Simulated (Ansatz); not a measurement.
An Ansatz (a first-principles code) input (LDA, PAW, 420 eV (Ansatz; no spin-orbit coupling)):

Ansatz 0.2 input:
```yaml
crystal:
  lattice:
    - [0, 2.9059730649, 2.9350327955]
    - [2.9059730649, 0, 2.9350327955]
    - [2.9059730649, 2.9059730649, 0]
  atoms:
    - { symbol: Hg, position: [0, 0, 0] }
    - { symbol: S, position: [0.25, 0.25, 0.25] }
basis: { ecutwfc: 420, ecutrho_ratio: 4, xc_grid: 2, fft_grid_basis: typed }
kpoints: { mp_grid: { grid: [10, 10, 10] } }
hamiltonian:
  xc: lda
  dispersion: none
  pseudopotentials: { kind: paw }
scf: { occupations: { method: fermi_dirac, width: 0.05 }, convergence: { dr2_threshold: 0.0000000002 } }
relax: { f_tol: 0.005, max_steps: 50 }
output: { forces: true, stress: true }
checkpoint: { write: state.ck, write_every: 1000 }
```

Which symmetry and how many k-points will the program report, and about how many plane waves at Γ?

Space group I-4m2 (ITA 119) with 8 operations, k-points 102 of 1000, and 941 plane waves at Γ.

And the final pressure?

-0.66 GPa (compression positive).

A case with no gap was solved on a k-mesh chosen for an insulator, which is coarse for it. The cells carry an imposed strain or load. No phonon test of stability was made. The final runs are not spin-polarised. The cell was made from HgS in the zinc blende structure (space group F-43m, No. 216) by this change: uniaxial strain ε_zz = +1.00 %.
